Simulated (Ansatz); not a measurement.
The reference is Se (space group P3_121, No. 152; a = 4.529 Å, c = 5.042 Å; made of chains).

(Cell as relaxed with PBE.)

Levels (all Ansatz, a program for electronic structure, PAW, earlier PAW set): PBE (420 eV, no SOC); r2SCAN (500 eV, no SOC).

Each level relaxes its own structure.

```csv
base,PBE,r2SCAN
volume per atom,29.86 Å³,29.25 Å³
lattice parameter a,4.529 Å,4.507 Å
band gap,1.04 eV,1.33 eV
```

Modification: an isotropic linear strain of −1.55 %; the atoms relax in the strained cell.

```json
[
 {"quantity": "mean gap deformation potential ΔEg/Δln V", "PBE": "-1.2 eV", "r2SCAN": "?"},
 {"quantity": "electron mass", "PBE": "0.16 mₑ along c, 0.33 mₑ across (at H)", "r2SCAN": "?"},
 {"quantity": "energy relative to the base (free energy F)", "PBE": "+2.9 meV/atom", "r2SCAN": "?"}
]
```

Problem. What does r2SCAN give?

Solution. 
- mean gap deformation potential ΔEg/Δln V, r2SCAN: -1.5 eV
- electron mass, r2SCAN: 0.18 mₑ along c, 0.39 mₑ across (at H)
- energy relative to the base (free energy F), r2SCAN: +3.9 meV/atom

PBE's mean gap deformation potential ΔEg/Δln V lies 0.37 eV above r2SCAN's; PBE's energy relative to the base lies 1.0 meV/atom below r2SCAN's. Neither level is exact; r2SCAN is the comparison here, not a measurement.

Effective masses come from finite differences of ±0.01 Å⁻¹. Whether these cells are dynamically stable was not tested. No dispersion term is included, though the crystal is made of layers, chains or molecules, so its spacings can come out too wide.
